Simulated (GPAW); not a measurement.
**A self-consistent single point of KI (Fm-3m, 2 atoms in the cell) with GPAW**

Method: PBE, GPAW PAW datasets PBE (gpaw-data 1.0.1) (plane waves; GPAW).

Input as run:

```python
from ase import Atoms
from ase.units import GPa
from gpaw import GPAW

atoms = Atoms(['K', 'I'],
              cell=[[0.000000, 3.556605, 3.556605],
                    [3.556605, 0.000000, 3.556605],
                    [3.556605, 3.556605, 0.000000]],
              scaled_positions=[[0.000000, 0.000000, 0.000000],
                                [0.500000, 0.500000, 0.500000]],
              pbc=True)

calc = GPAW(mode={'name': 'pw', 'ecut': 550},
            xc='PBE',
            kpts=(7, 7, 7),
            occupations={'name': 'fermi-dirac', 'width': 0.05},
            nbands=-8,
            convergence={'forces': 0.001, 'bands': -6},
            symmetry={'symmorphic': False, 'tolerance': 0.0005},
            maxiter=100,
            txt='-')

atoms.calc = calc

energy = atoms.get_potential_energy()
print('Energy (eV):', round(energy, 6))
forces = atoms.get_forces()
print('Forces (eV/Ang):')
print(forces.round(5))
stress = atoms.get_stress()
print('Stress (GPa, Voigt):', (stress / GPa).round(4))
```

Output (repeated stretches shortened):

```
Input parameters:
  convergence: {bands: -6,
                forces: 0.001}
  kpts: [7 7 7]
  maxiter: 100
  mode: {ecut: 550,
         name: pw}
  nbands: -8
  occupations: {name: fermi-dirac,
                width: 0.05}
  symmetry: {symmorphic: False,
             tolerance: 0.0005}
  xc: PBE

species:
  K:
    name: Potassium
    Z: 19.0
    valence: 9
    core: 10
    charge: 0.0
    file: K.PBE.gz

    # Using partial waves for K as LCAO basis

  I:
    name: Iodine
    Z: 53.0
    valence: 7
    core: 46
    charge: 0.0
    file: I.PBE.gz

    # Using partial waves for I as LCAO basis

Reference energy: -209923.048885  # eV

Spin-paired calculation

Convergence criteria:
 Maximum [total energy] change in last 3 cyles: 0.0005 eV / valence electron
 Maximum integral of absolute [dens]ity change: 0.0001 electrons / valence electron
 Maximum integral of absolute [eigenst]ate change: 4e-08 eV^2 / valence electron
 Maximum change in the atomic [forces] across last 2 cycles: 0.001 eV/Ang OR
Maximum error relative to the maximum force is below inf
 Maximum number of scf [iter]ations: 100

Symmetries present (total): 48
Symmetries with fractional translations: 0
343 k-points: 7 x 7 x 7 Monkhorst-Pack grid
20 k-points in the irreducible part of the Brillouin zone
       k-points in crystal coordinates                weights
   0:     0.00000000    0.00000000    0.00000000          1/343
   1:     0.14285714    0.14285714    0.00000000          6/343
   2:     0.14285714    0.14285714    0.14285714          8/343
   [... 7 lines left out ...]
          ...
  19:     0.42857143    0.42857143    0.42857143          8/343

Wave functions: Plane wave expansion
  Cutoff energy: 550.000 eV
  Number of coefficients (min, max): 2617, 2685
  Pulay-stress correction: 0.000000 eV/Ang^3 (de/decut=0.000000)

Occupation numbers: Fermi-Dirac:
  width: 0.0500  # eV

Eigensolver

Densities:
  Coarse grid: 28*28*28 grid
  Fine grid: 56*56*56 grid
  Total Charge: 0.000000

Density mixing:
  Method: separate
  Backend: pulay
  Linear mixing parameter: 0.05
  old densities: 5
  Damping of long wavelength oscillations: 50

Hamiltonian:
  XC and Coulomb potentials evaluated on a 56*56*56 grid
  External potential:
    NoExternalPotential

XC parameters: PBE with 2 nearest neighbor stencil

Number of atoms: 2
Number of atomic orbitals: 9
Number of bands in calculation: 16
Number of valence electrons: 16
Bands to converge: 10

Density initialized from atomic densities
  9 bands from LCAO basis set
  7 bands from random numbers

Atomic positions and initial magnetic moments

Positions:
   0 K      0.000000    0.000000    0.000000    ( 0.0000,  0.0000,  0.0000)
   1 I      3.556605    3.556605    3.556605    ( 0.0000,  0.0000,  0.0000)

Unit cell:
           periodic     x           y           z      points  spacing
  1. axis:    yes    0.000000    3.556605    3.556605    28     0.1467
  2. axis:    yes    3.556605    0.000000    3.556605    28     0.1467
  3. axis:    yes    3.556605    3.556605    0.000000    28     0.1467

  Lengths:   5.029799   5.029799   5.029799
  Angles:   60.000000  60.000000  60.000000

Effective grid spacing dv^(1/3) = 0.1600

     iter     time        total  log10-change:
                         energy   eigst   dens  force
iter:   1 --:--:--    -5.805325   +1.14
iter:   2 --:--:--    -5.797755   -0.11  -1.38
iter:   3 --:--:--    -5.724123   -0.85  -1.40
iter:   4 --:--:--    -5.723851   -1.54  -1.60
iter:   5 --:--:--    -5.732527   -2.10  -1.67
iter:   6 --:--:--    -5.730853   -2.64  -2.30
iter:   7 --:--:--    -5.730804c  -3.35  -2.75
iter:   8 --:--:--    -5.730825c  -3.98  -3.02
iter:   9 --:--:--    -5.730832c  -4.58  -3.34
iter:  10 --:--:--    -5.730844c  -5.03  -3.46
iter:  11 --:--:--    -5.730844c  -5.62  -4.26c
iter:  12 --:--:--    -5.730844c  -6.25  -4.33c
iter:  13 --:--:--    -5.730844c  -6.79  -4.46c
iter:  14 --:--:--    -5.730844c  -7.30  -4.49c
iter:  15 --:--:--    -5.730844c  -7.79c -4.53c
iter:  16 --:--:--    -5.730844c  -8.25c -4.66c -23.79c

Converged after 16 iterations.

Dipole moment: (-0.000000, -0.000000, -0.000000) |e|*Ang

Energy contributions relative to reference atoms: (reference = -209923.048885)

Kinetic:         +4.625553
Potential:       -4.028209
External:        +0.000000
XC:              -5.660188
Entropy (-ST):   -0.000000
Local:           -0.668000
SIC:             +0.000000
--------------------------
Free energy:     -5.730844
Extrapolated:    -5.730844

Showing only first 2 kpts
 Kpt  Band  Eigenvalues  Occupancy
  0     6      0.35082    2.00000
  0     7      0.35082    2.00000
  0     8      4.28093    0.00000
  0     9      6.86480    0.00000

  1     6      0.27043    2.00000
  1     7      0.27043    2.00000
  1     8      4.86780    0.00000
  1     9      6.42305    0.00000

Fermi level: 1.99745

Gap: 3.930 eV
Transition (v -> c):
  (s=0, k=0, n=7, [0.00, 0.00, 0.00]) -> (s=0, k=0, n=8, [0.00, 0.00, 0.00])
No difference between direct/indirect transitions
Energy (eV): -5.730844

Forces in eV/Ang:
  0 K    -0.00000   -0.00000   -0.00000
  1 I     0.00000    0.00000    0.00000

Stress tensor:
    -0.001906    -0.000000    -0.000000
    -0.000000    -0.001906     0.000000
    -0.000000     0.000000    -0.001906
Stress (GPa, Voigt): [-0.3054 -0.3054 -0.3054  0.     -0.     -0.    ]
```

The run converged in 16 iterations. GPAW prints stress with tension positive.

The starting cell comes from a database of computed structures (which also holds hypothetical and non-ambient phases and stackings), without a prior relaxation at this level. Its lattice was rescaled by a random factor within 2.5 % of one. Spin-orbit coupling is off.
